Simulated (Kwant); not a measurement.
System: zigzag graphene ribbon with Haldane second-neighbour hopping. 21 zigzag chains, bond 0.142 nm, hopping 2.7 eV, scattering region 13 nm long; sites with one neighbour are removed; energy swept from -2.56 to 2.56 eV from the neutrality point. Staggered potential ±Δ on the two sublattices, Δ = 1.1 eV. Second-neighbour term iλ/(3√3) ν with λ = 0.73 eV, a model term that the material doesn't have.

Constants are typed, rounded textbook-type inputs, not results; the design itself was drawn at random and stands for no fabricated device.

Model: nearest-neighbour tight-binding model of a honeycomb sheet with an imaginary second-neighbour term, one spin, coherent transport at 0 K (Kwant). Conductance is in e²/h.

### Question
Is the sheet in its topological phase, how wide is its bulk gap, and what conductance is due inside it?

### Answer
At the two valleys the masses are λ ± Δ = 1.83 and -0.370 eV; the bulk gap is 2|λ − Δ| = 0.740 eV. λ < Δ, so the phase is trivial, and the gap gives G = 0. Simulated at 0.171 eV: 0 e²/h.
